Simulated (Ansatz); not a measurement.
A (6,0) BN nanotube has 24 atoms in a period of 4.324 Å, a mean diameter of 4.92 Å, and lies 230 meV/atom over the flat sheet relaxed at the same level.

Computed with PBE (plane waves to 420 eV, PAW; Ansatz, an electronic-structure program). Mesh 1×1×8. No spin polarisation. Isolated but for its images some 11 Å away. An idealised model, rolled from the flat sheet. Only distortions within the start's symmetry and period were free.

Question: Which bending rigidity of the sheet does this imply in the thin-plate picture?

Answer: A plate bent to radius R stores D/(2R²) an area. The area an atom is π × 4.92 × 4.324/24 = 2.78 Å², so the stored energy is 0.230/2.78 = 0.0827 eV/Å². With R = 2.460 Å, D = 2R² × 0.0827 = 1.0 eV. At this curvature the harmonic plate is a rough guide.
